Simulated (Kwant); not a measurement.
System: zigzag graphene ribbon with Haldane second-neighbour hopping. 6 zigzag chains, bond 0.142 nm, hopping 2.7 eV, scattering region 4 nm long; sites with one neighbour are removed; energy swept from -2.48 to 2.48 eV from the neutrality point. Staggered potential ±Δ on the two sublattices, Δ = 0.43 eV. Second-neighbour term iλ/(3√3) ν with λ = 0.87 eV, a model term that the material doesn't have.

The device is made up for the run: typed textbook-type constants, with dimensions and the other settings drawn at random.

Model: nearest-neighbour tight-binding model of a honeycomb sheet with an imaginary second-neighbour term, one spin, coherent transport at 0 K (Kwant). Conductance is in e²/h.

Problem. Is the sheet in its topological phase, how wide is its bulk gap, and what conductance is due inside it?

Solution. At the two valleys the masses are λ ± Δ = 1.30 and 0.440 eV; the bulk gap is 2|λ − Δ| = 0.880 eV. λ > Δ, so the phase is topological, with edge channels that give G = 1. Simulated at 0.165 eV: 1.00 e²/h.
